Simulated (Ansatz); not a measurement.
Take Mo in the bcc (W type) structure (space group Im-3m, No. 229; a = 3.1115 Å; relaxed with 0.1 eV smearing) as the base. Axes: x, y, z lie along the cube axes.

Level of theory: LDA (Ansatz, a program for electronic structure; PAW; 420 eV plane waves; spin-orbit coupling left out).

For the base:

| Item | Value |
|---|---|
| Shortest interatomic distance | 2.695 Å |
| Band gap | zero |

Now apply this change: a pure shear with ε_xy = ε_yx = 0.0029; the atoms relax in the strained cell.

**Question.** What happens to the energy relative to the base, stress, shortest interatomic distance and band gap?

**Answer.** The energy hardly moves; the stress (xx, yy, zz, yz, xz, xy; compression positive) amounts to (0.0, 0.0, 0.0, 0.0, 0.0, -0.6) GPa; the shortest interatomic distance drops by 0.0052 Å (2.695 Å → 2.689 Å); the band gap remains zero.

Stability against distortions was not tested. All final runs are without spin polarisation.
